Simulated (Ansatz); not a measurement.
## InP, response to strain

Base system: InP in the zinc blende structure (space group F-43m, No. 216).

```yaml
crystal:
  lattice:
    - [0.00000, 2.95348, 2.95348]
    - [2.95348, 0.00000, 2.95348]
    - [2.95348, 2.95348, 0.00000]
  atoms:
    - { symbol: In, position: [0.00000, 0.00000, 0.00000] }
    - { symbol: P, position: [0.25000, 0.25000, 0.25000] }
```

Strains are applied to the cell and any free atomic positions relax.

Level of theory: r2SCAN in Ansatz (plane waves to 500 eV, PAW, scalar-relativistic without spin-orbit coupling).

Candidates:
(a) isotropic strain +2.50 %
(b) isotropic strain +1.00 %
(c) isotropic strain +2.00 %

Before the change:

| Item | Value |
|---|---|
| Band gap | 1.03 eV |

Order them by band gap, lowest first.

(a) isotropic strain +2.50 % (0.60 eV), (c) isotropic strain +2.00 % (0.68 eV), (b) isotropic strain +1.00 % (0.85 eV)

Stability against distortions was not tested.

Ansatz is a quantum-chemistry and plane-wave program.
